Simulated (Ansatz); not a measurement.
Start from TaN in the rock salt structure (space group Fm-3m, No. 225; a = 4.4170 Å).

(Cell as relaxed with PBE.)

Levels (all Ansatz, an electronic-structure program, PAW): PBE (420 eV, no SOC); r2SCAN (500 eV, no spin-orbit coupling).

Each level relaxes its own structure.

| quantity | PBE | r2SCAN |
|---|---|---|
| volume per atom | 10.77 Å³ | 10.62 Å³ |
| lattice parameter a | 4.417 Å | 4.396 Å |
| band gap | zero | zero |

PBE's volume per atom lies 0.15 Å³ above r2SCAN's (1.4 %); PBE's lattice parameter a lies 0.021 Å above r2SCAN's (0.5 %); the two agree on the band gap. Neither level is exact; r2SCAN is the comparison here, not a measurement.

Whether these cells are dynamically stable was not tested. All final runs are without spin polarisation. This is not the structure that TaN has at room temperature and ambient pressure.
